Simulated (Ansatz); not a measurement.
The starting structures come from a database of crystals and need not be the phases stable at ambient conditions.

 Where the default PAW files enter, the runs use the earlier of Ansatz's two default sets.

By LDA and PBEsol, the system below comes out a metal.

Input:

```
TiGe2
1.0
    5.02450     0.00000     0.00000
    2.51225     4.37960     0.00000
    2.51225     0.00000     4.30898
Ti Ge
2 4
Direct
  0.75000   0.50000   0.50000
  0.50000   0.00000   0.00000
  0.41737   0.50000   0.16526
  0.08263   0.50000   0.83474
  0.83263   0.00000   0.33474
  0.16737   0.00000   0.66526
```

Space group of this cell: Fddd. The cell is taken as given; by PBEsol its mean pressure is -2.3 GPa.

The current runs along the normal of the first two printed vectors. All runs by Ansatz (an electronic-structure program), plane waves and PAW, without spin-orbit coupling; the base is PBEsol.

```csv
run,mean pressure (GPa),"G/A, both spins (10¹⁵ S/m²)"
base,-2.3,0.51
all lengths scaled by 0.98,5.8,___
all lengths scaled by 1.02,-8.4,0.49
lda in place of pbesol,-5.6,0.51
"lengths across the current scaled by 1.02, ions clamped",-6.8,___
"lengths along the current scaled by 0.97, ions clamped",1.0,0.51
```

Complete the blanks.


- all lengths scaled by 0.98, G/A, both spins (10¹⁵ S/m²): 0.52
- lengths across the current scaled by 1.02, ions clamped, G/A, both spins (10¹⁵ S/m²): 0.50
